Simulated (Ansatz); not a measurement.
Point defect C vacancy + C vacancy + Ti interstitial in diamond

The numbers are results of PBE, PAW (plane waves to 420 eV; Ansatz, a program for electronic structure), not measurements. The supercell holds 64 host sites (2×2×2 repeats of the unit cell), with a 2×2×2 shifted k-point sampling for the final energies. Sites at the start: the C site; C 1.55 Å away; midway between the emptied sites. Energies of charged states are corrected for periodic images (point charge plus alignment at distant sites). Dielectric constants: PBE linear response of the host. Host gap at this level: 4.13 eV. Finite-size and sampling errors can reach tenths of an eV here. The semilocal functional narrows the gap, so deep levels can fall outside it. Spin–orbit coupling is left out, and no Hubbard U is applied to the open shells. Each state is the lowest found from its start.

Formation energies E_f are given with the Fermi level at the valence-band maximum. Chemical conditions: impurity bounded by its compound with the host (Δμ(C) = 0.14 eV, Δμ(Ti) = -1.80 eV, bounded by rock-salt TiC; only phases computed here count, gases as isolated molecules at 0 K). Reference phases: C: graphite, Ti: hcp Ti.

```json
[
 {"charge": "+1†", "moment (μB)": "1.0", "point group": "–", "largest move off a lattice site (Å)": "0.15", "image correction with alignment (eV)": "0.53", "E_f, impurity bounded by its compound with the host (eV)": "–", "above the lowest spin state (eV)": "0.00"},
 {"charge": "+1†", "moment (μB)": "1.0", "point group": "–", "largest move off a lattice site (Å)": "0.15", "image correction with alignment (eV)": "0.53", "E_f, impurity bounded by its compound with the host (eV)": "–", "above the lowest spin state (eV)": "0.00"},
 {"charge": "0", "moment (μB)": "not spin-polarised", "point group": "C2", "largest move off a lattice site (Å)": "0.17", "image correction with alignment (eV)": "0.00", "E_f, impurity bounded by its compound with the host (eV)": "9.39", "above the lowest spin state (eV)": "0.00"},
 {"charge": "0", "moment (μB)": "0.0", "point group": "C2", "largest move off a lattice site (Å)": "0.17", "image correction with alignment (eV)": "0.00", "E_f, impurity bounded by its compound with the host (eV)": "9.39", "above the lowest spin state (eV)": "0.00"},
 {"charge": "−1†", "moment (μB)": "quenched", "point group": "–", "largest move off a lattice site (Å)": "0.17", "image correction with alignment (eV)": "0.20", "E_f, impurity bounded by its compound with the host (eV)": "–", "above the lowest spin state (eV)": "0.00"},
 {"charge": "−1†", "moment (μB)": "quenched", "point group": "–", "largest move off a lattice site (Å)": "0.17", "image correction with alignment (eV)": "0.20", "E_f, impurity bounded by its compound with the host (eV)": "–", "above the lowest spin state (eV)": "0.00"},
 {"charge": "−2", "moment (μB)": "0.0", "point group": "C2", "largest move off a lattice site (Å)": "0.18", "image correction with alignment (eV)": "1.17", "E_f, impurity bounded by its compound with the host (eV)": "12.67", "above the lowest spin state (eV)": "0.00"},
 {"charge": "−2", "moment (μB)": "not spin-polarised", "point group": "C2", "largest move off a lattice site (Å)": "0.18", "image correction with alignment (eV)": "1.17", "E_f, impurity bounded by its compound with the host (eV)": "12.67", "above the lowest spin state (eV)": "0.00"}
]
```

† Not settled in this cell, so no level is given: charge +1: level within 0.1 eV of a band edge or past it; charge −1: a level filled in part.

Point groups are those of the whole cell at tolerances of 0.03 and 0.1 Å ("near" where only the looser one holds); none is given for unsettled states.

Starting moments that weren't kept: charge +1 began with 3 μB and ended with 1.0; charge 0 began with 4 μB and ended with 0.0; charge −1 began with 1 μB and ended with 0.0; charge −1 began with 5 μB and ended with 0.0; charge −2 began with 4 μB and ended with 0.0.

Flagged in the runs: a doubtful potential alignment, a strain field that reaches the edge of the cell.

All states together cost around 100 core-minutes (rough).
